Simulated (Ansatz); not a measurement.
# Several settings converged on a (001) slab of TiO2 (cut from a parent of space group no. 141; 12 atoms in the cell)

```xyz
12
Lattice="3.7661 0.0000 0.0000 0.0000 3.7661 0.0000 0.0000 0.0000 21.8917" Properties=species:S:1:pos:R:3 pbc="T T T"
Ti     0.0000     1.8830     7.3975
Ti     0.0000     0.0000    14.4943
O      0.0000     1.8830    14.8917
O      1.8830     1.8830     7.7949
O      0.0000     0.0000     7.0000
O      0.0000     1.8830     9.3656
Ti     1.8830     0.0000    12.1287
Ti     1.8830     1.8830     9.7631
O      1.8830     0.0000    10.1605
O      0.0000     0.0000    12.5261
O      1.8830     1.8830    11.7313
O      1.8830     0.0000    14.0969
```

Base method: LDA (PW92), default PAW files made with PBE (plane waves; Ansatz, a first-principles code).

Base settings: basis.ecutwfc = 30.9 Ry; kpoints.mp_grid.grid = 5 5 1; hamiltonian.xc = lda; hamiltonian.pseudopotentials = {kind: paw} (the program's default PAW files); scf.occupations.method = fermi_dirac; scf.occupations.width = 0.0015 Ry.

The count of work is k-points × plane waves × bands × iterations; it is no time. 

**The k-point mesh**

Only quantities that move along the ladder and can be compared are tabulated.

| kpoints.mp_grid.grid | free energy less the last step's (meV/atom) | largest difference of a force vector from the last step's (eV/Å) | gap on the mesh (eV) | count of work / last |
|---|---|---|---|---|
| 2 2 1 | -32.59 | 0.478 | 1.606 | 0.045 |
| 3 3 1 | -5.23 | 0.126 | 1.761 | 0.049 |
| 4 4 1 | 0.65 | 0.031 | 1.564 | 0.11 |
| 5 5 1 | 0.14 | 0.005 | 1.630 | 0.11 |
| 6 6 1 | 0.02 | 0.001 | 1.567 | 0.20 |
| 7 7 1 | 0.00 | 0.000 | 1.598 | 0.20 |
| 8 8 1 | 0.00 | 0.000 | 1.567 | 0.31 |
| 9 9 1 | -0.02 | 0.000 | 1.584 | 0.31 |
| 10 10 1 | 0.01 | 0.000 | 1.567 | 0.44 |
| 12 12 1 | 0.02 | 0.000 | 1.567 | 0.60 |
| 14 14 1 | 0.00 | 0.000 | 1.567 | 0.79 |
| 16 16 1 | 0.00 | 0.000 | 1.567 | 1.0 |

Coarsest kpoints.mp_grid.grid that holds the free energy within 2 meV/atom of the last step, with all finer ones: 4 4 1, at 0.11 of the last step's count of work; the step before is off by 5.2 meV/atom.

Coarsest kpoints.mp_grid.grid that holds the forces within 0.01 eV/Å of the last step, with all finer ones: 5 5 1, at 0.11 of the last step's count of work; the step before is off by 0.031 eV/Å.

The gap on the mesh jumps up and down from mesh to mesh; it is no smooth measure of convergence.

**The depth of the slab**

The mesh stays at the base's, so the ladder's end is converged at best in this setting alone.

Only quantities that move along the ladder and can be compared are tabulated.

| atoms | gap on the mesh (eV) | count of work / last |
|---|---|---|
| 12 | 1.630 | 0.18 |
| 24 | 1.524 | 0.51 |
| 36 | 1.506 | 1.0 |

Smallest size that holds the gap on the mesh within 0.1 eV of the last step, with all finer ones: 24; the step before is off by 0.12 eV.

On the base run: the starting cell has typed, rounded lattice constants, without a prior relaxation at this level. The slab is cut from that crystal, and its faces are unrelaxed. Its lattice was rescaled by up to half a per cent. Spin polarisation is off, though cut faces can carry moments; a gap of a slab can lie between surface states. In the base run, forces exceed 1 eV/Å. Another mesh or the band path of this cell gives a smaller gap, so this value is not converged in the mesh.

Keys are those of Ansatz 0.2.
